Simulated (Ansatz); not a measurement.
The parent structure is ZnCu in the CsCl type structure (space group Pm-3m, No. 221; relaxed with 0.1 eV smearing).

```yaml
crystal:
  lattice:
    - [2.90849, 0.00000, 0.00000]
    - [0.00000, 2.90849, 0.00000]
    - [0.00000, 0.00000, 2.90849]
  atoms:
    - { symbol: Zn, position: [0.50000, 0.50000, 0.50000] }
    - { symbol: Cu, position: [0.00000, 0.00000, 0.00000] }
```

All numbers come from PBEsol in Ansatz (plane waves to 420 eV, PAW, no SOC).

For the base:

The pressure comes out as 0.0 GPa.

Now apply this change: the cell is scaled by 1.0250 in all directions, atoms relaxed at fixed cell.

Question: How does this affect the energy relative to the base?

Answer: The energy rises by 27 meV/atom.

Question: What does the calculation give for the pressure after the change?

Answer: The pressure goes from zero to -8.4 GPa.

The cells carry an imposed strain or load. No phonon test of stability was made. All final runs are without spin polarisation.

Ansatz is a quantum-chemistry and plane-wave program.
